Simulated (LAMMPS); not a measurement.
System: Ni (fcc) with 50 % of Ni sites Pt, 4000 atoms, at 1320 K and 0 GPa, heated as the crystal.

Method: classical MD, pair style eam, the elements' _u3.eam files (universal-3 set of Foiles, Baskes and Daw), run in LAMMPS.

| Property | Value |
|---|---|
| state found | crystal; no diffusion seen in 30 ps |
| density | 15.3239 ± 0.0004 g/cm³ |
| volume per atom | 13.7500 ± 0.0004 Å³ |
| enthalpy per atom | -4.8327 ± 0.0003 eV |
| first peak of g(r), Ni-Pt | 2.57 Å, height 3.5 |
| coordination number of Ni by Pt | 6.18 (counted to 3.34 Å) |
| coordination number of Pt by Ni | 6.18 (counted to 3.34 Å) |
| first peak of g(r), Pt-Pt | 2.73 Å, height 3.3 |
| coordination number of Pt by Pt | 6.36 (counted to 3.42 Å) |
| first peak of g(r), Ni-Ni | 2.55 Å, height 3.2 |
| coordination number of Ni by Ni | 6.13 (counted to 3.38 Å) |
| most common Ni-Pt-Pt angle | in the 3° bin centred on 58.5° (mean of all 96°) |
| most common Pt-Pt-Pt angle | in the 3° bin centred on 58.5° (mean of all 97°) |
| most common Ni-Pt-Ni angle | in the 3° bin centred on 58.5° (mean of all 97°) |
| mean frequency of the velocity spectrum | 4.0 THz |
| cost | around 8 core-minutes (rough) |

Potential: the _u3.eam files of the LAMMPS distribution; the Cu file's header cites Foiles et al, Phys Rev B, 33, 7983 (1986).

Caution: the random arrangement on this lattice is imposed, and need not be a phase that exists in equilibrium. Caution: a run this short can hold a crystal over, or a liquid under, the potential's melting point.

States go by the mean squared displacement: a species diffuses where it passes 1.5 Å², still rises and gives D over 1e-6 cm²/s; a crystal has left its structure where atoms lie 0.35 Å off their sites on average or a cubic box changes its shape by 3 %.

Uncertainties are statistical and leave out the potential's own error.

| frequency (THz) | spectral density (1/THz), total | spectral density (1/THz), Ni | spectral density (1/THz), Pt |
|---|---|---|---|
| 0.06350 | 0.0040 | 0.0009 | 0.0032 |
| 0.3175 | 0.0140 | 0.0029 | 0.0110 |
| 0.5715 | 0.0347 | 0.0067 | 0.0280 |
| 0.8265 | 0.0648 | 0.0113 | 0.0535 |
| 1.080 | 0.1046 | 0.0164 | 0.0882 |
| 1.334 | 0.1473 | 0.0214 | 0.1259 |
| 1.588 | 0.1804 | 0.0264 | 0.1540 |
| 1.842 | 0.1982 | 0.0304 | 0.1678 |
| 2.096 | 0.2037 | 0.0337 | 0.1700 |
| 2.351 | 0.2026 | 0.0384 | 0.1642 |
| 2.606 | 0.2001 | 0.0440 | 0.1561 |
| 2.859 | 0.1971 | 0.0503 | 0.1468 |
| 3.114 | 0.1908 | 0.0558 | 0.1350 |
| 3.367 | 0.1794 | 0.0602 | 0.1192 |
| 3.622 | 0.1665 | 0.0667 | 0.0999 |
| 3.877 | 0.1542 | 0.0752 | 0.0790 |
| 4.130 | 0.1413 | 0.0841 | 0.0572 |
| 4.385 | 0.1327 | 0.0924 | 0.0403 |
| 4.639 | 0.1281 | 0.0973 | 0.0309 |
| 4.893 | 0.1260 | 0.1008 | 0.0253 |
| 5.146 | 0.1252 | 0.1041 | 0.0212 |
| 5.402 | 0.1235 | 0.1052 | 0.0183 |
| 5.655 | 0.1200 | 0.1038 | 0.0162 |
| 5.909 | 0.1147 | 0.1007 | 0.0141 |
| 6.163 | 0.1077 | 0.0958 | 0.0119 |
| 6.418 | 0.0978 | 0.0879 | 0.0099 |
| 6.671 | 0.0852 | 0.0771 | 0.0081 |
| 6.927 | 0.0710 | 0.0645 | 0.0065 |
| 7.181 | 0.0576 | 0.0525 | 0.0051 |
| 7.434 | 0.0467 | 0.0427 | 0.0040 |
| 7.688 | 0.0377 | 0.0345 | 0.0032 |
| 7.942 | 0.0299 | 0.0274 | 0.0025 |
| 8.197 | 0.0236 | 0.0216 | 0.0020 |
| 8.451 | 0.0193 | 0.0176 | 0.0016 |
| 8.706 | 0.0160 | 0.0146 | 0.0014 |
| 8.960 | 0.0132 | 0.0120 | 0.0011 |
| 9.213 | 0.0111 | 0.0102 | 0.0010 |
| 9.468 | 0.0094 | 0.0086 | 0.0008 |
| 9.721 | 0.0079 | 0.0072 | 0.0007 |
| 9.976 | 0.0065 | 0.0059 | 0.0006 |
| 10.23 | 0.0054 | 0.0049 | 0.0005 |
| 10.48 | 0.0046 | 0.0041 | 0.0004 |
| 10.74 | 0.0040 | 0.0036 | 0.0004 |
| 10.99 | 0.0034 | 0.0031 | 0.0003 |
| 11.25 | 0.0029 | 0.0026 | 0.0003 |
| 11.50 | 0.0026 | 0.0023 | 0.0003 |
| 11.76 | 0.0023 | 0.0020 | 0.0002 |
| 12.01 | 0.0020 | 0.0018 | 0.0002 |
| 12.26 | 0.0017 | 0.0016 | 0.0002 |
| 12.52 | 0.0015 | 0.0014 | 0.0001 |

| angle (°) | probability per degree, Ni-Pt-Pt | probability per degree, Pt-Pt-Pt | probability per degree, Ni-Pt-Ni |
|---|---|---|---|
| 37.50 | 0.0000 | 0.0000 | 0.0000 |
| 40.50 | 0.0001 | 0.0000 | 0.0001 |
| 43.50 | 0.0012 | 0.0004 | 0.0010 |
| 46.50 | 0.0046 | 0.0023 | 0.0037 |
| 49.50 | 0.0101 | 0.0068 | 0.0074 |
| 52.50 | 0.0161 | 0.0129 | 0.0133 |
| 55.50 | 0.0202 | 0.0200 | 0.0173 |
| 58.50 | 0.0205 | 0.0217 | 0.0196 |
| 61.50 | 0.0173 | 0.0196 | 0.0180 |
| 64.50 | 0.0125 | 0.0140 | 0.0142 |
| 67.50 | 0.0082 | 0.0098 | 0.0112 |
| 70.50 | 0.0055 | 0.0061 | 0.0083 |
| 73.50 | 0.0044 | 0.0048 | 0.0054 |
| 76.50 | 0.0041 | 0.0044 | 0.0044 |
| 79.50 | 0.0050 | 0.0051 | 0.0049 |
| 82.50 | 0.0061 | 0.0066 | 0.0055 |
| 85.50 | 0.0077 | 0.0077 | 0.0069 |
| 88.50 | 0.0089 | 0.0085 | 0.0082 |
| 91.50 | 0.0091 | 0.0087 | 0.0082 |
| 94.50 | 0.0084 | 0.0082 | 0.0079 |
| 97.50 | 0.0073 | 0.0071 | 0.0069 |
| 100.5 | 0.0065 | 0.0065 | 0.0064 |
| 103.5 | 0.0063 | 0.0066 | 0.0062 |
| 106.5 | 0.0078 | 0.0082 | 0.0070 |
| 109.5 | 0.0096 | 0.0098 | 0.0093 |
| 112.5 | 0.0117 | 0.0124 | 0.0114 |
| 115.5 | 0.0137 | 0.0135 | 0.0133 |
| 118.5 | 0.0141 | 0.0142 | 0.0144 |
| 121.5 | 0.0137 | 0.0139 | 0.0136 |
| 124.5 | 0.0117 | 0.0109 | 0.0126 |
| 127.5 | 0.0099 | 0.0089 | 0.0110 |
| 130.5 | 0.0075 | 0.0069 | 0.0081 |
| 133.5 | 0.0056 | 0.0054 | 0.0064 |
| 136.5 | 0.0041 | 0.0039 | 0.0043 |
| 139.5 | 0.0029 | 0.0033 | 0.0029 |
| 142.5 | 0.0021 | 0.0023 | 0.0020 |
| 145.5 | 0.0015 | 0.0016 | 0.0012 |
| 148.5 | 0.0012 | 0.0012 | 0.0009 |
| 151.5 | 0.0010 | 0.0013 | 0.0010 |
| 154.5 | 0.0012 | 0.0014 | 0.0013 |
| 157.5 | 0.0017 | 0.0021 | 0.0018 |
| 160.5 | 0.0025 | 0.0029 | 0.0028 |
| 163.5 | 0.0033 | 0.0034 | 0.0038 |
| 166.5 | 0.0043 | 0.0041 | 0.0046 |
| 169.5 | 0.0042 | 0.0052 | 0.0050 |
| 172.5 | 0.0041 | 0.0046 | 0.0052 |
| 175.5 | 0.0029 | 0.0031 | 0.0033 |
| 178.5 | 0.0011 | 0.0011 | 0.0011 |
